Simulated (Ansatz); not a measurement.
## OH on the 1x1 (101) surface of anatase TiO2 (cut with top plane O), one in a 2x1 cell, started at the site 'top O #2'

Host crystal: anatase TiO2, with a band gap (PBE, scalar-relativistic without spin-orbit coupling).

The numbers are results of r2SCAN, at the PBE geometry and the start's symmetry (plane waves to 500 eV, PAW; Ansatz, an electronic-structure program), not measurements.

Set-up: 38 atoms, 9.4 Å thick at the start under the adsorbate (thin: gaps and levels are the slab's own); mesh 3x4x1; 0.01 eV smearing; dipole correction on; single point; no symmetry held, on the structure that PBE left; spin-polarised, ending with about 1.0 μB a cell; orders that need a larger cell were not tried, no spin-orbit, no U, no dispersion correction. The program's check for a lower electronic state was not made. It is one chosen start, not shown to be the lowest state of the adsorbate.

```yaml
adsorption energy against H2O(g) − ½ H2(g) at the same level: 2.13 eV
gap_of_the_slab_on_its_k_mesh: 1.37 eV
highest_filled_level_below_the_top_vacuum_level: 7.27 eV
change_of_the_step_from_the_bottom_to_the_top_vacuum_level_against_the_clean_slab: -0.56 eV
height of the binding atom over the mean of the host atoms within 0.3 Å of the top one: 1.063 Å
magnetic_moment_of_the_cell: 1.00 μB
nearest_host_atoms_of_the_binding_atom: Ti at 2.09 Å, O at 2.20 Å, O at 2.70 Å
note: in the relaxation the adsorbate left its starting site by 1.2 Å
```

A negative adsorption energy means that the adsorbate is more stable on the surface than in its reference.
